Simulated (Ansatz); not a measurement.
Take ScAl3 in the Cu3Au type structure (space group Pm-3m, No. 221; a = 4.0327 Å; relaxed with 0.1 eV smearing) as the base. Axes: x, y, z lie along the cube axes.

Level of theory: Ansatz (a quantum-chemistry and plane-wave program), LDA, PAW, cutoff 420 eV, without spin-orbit coupling.

Base values:

The shortest interatomic distance comes out as 2.852 Å and the band gap is zero.

It is then changed as follows: the cell is stretched by 3.00 % along z with no lateral relaxation; the atoms relax in the strained cell.

Estimate the effect on the stress, energy relative to the base, shortest interatomic distance and band gap.

The stress (xx, yy, zz, yz, xz, xy; compression positive) amounts to (-1.2, -1.2, -5.5, 0.0, 0.0, 0.0) GPa; the energy increases by 8.7 meV/atom; the shortest interatomic distance is still 2.852 Å; the band gap is still zero.

Whether these cells are dynamically stable was not tested. All final runs are without spin polarisation.
